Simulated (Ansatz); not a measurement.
AlN (P6_3mc), Ansatz (a program for electronic structure) with PBE with spin-orbit coupling, rigid bands: Condition of this run: uniaxial stress along c of -18 GPa (compression positive) (the target of the relaxation). band gap 3.77 eV, N_c = 3.99e18 cm⁻³ and N_v = 1.96e20 cm⁻³ at 300 K, conductivity masses along y (a = (3.09, 0.00, 0.00) Å; b = (-1.54, 2.67, 0.00) Å; c = (0.00, 0.00, 5.26) Å) of 0.315 mₑ (electrons) and 2.07 mₑ (holes). Take k_BT = 0.02585 eV.

### Question
A film of it is 5 nm thick, with its normal along the direction named. Estimate the confinement energies in an infinite well.

### Answer
ħ²π²/(2m t²) = 0.376 eV·nm²/(m/mₑ × t²) gives 47.7 meV for electrons and 7.27 meV for holes, so the gap would widen to about 3.83 eV. Finite barriers and nonparabolic bands lower this, and with several valleys or bands the heaviest mass along the normal sets the lowest level, not this average.

### Question
Find the intrinsic carrier density and the intrinsic Fermi level.

### Answer
n_i = √(N_c N_v) exp(−E_g/2k_BT) = 2.80e19 × exp(−72.92) = 6.0e-13 cm⁻³. The level lies (k_BT/2) ln(N_v/N_c) = 50 meV from mid-gap (positive towards the conduction band). Each 0.1 eV added to the gap lowers n_i by a factor of 6.9.

### Question
What thermal injection velocity √(2k_BT/πm) limits a ballistic channel along the direction named?

### Answer
9.59e6 cm/s for electrons and 3.74e6 cm/s for holes, a ratio of √(m_h/m_e) = 2.56, for dilute carriers.

Rigid, parabolic bands with the computed gap; masses take one relaxation time for all states. Geometry: cell and atoms relaxed with PBEsol.
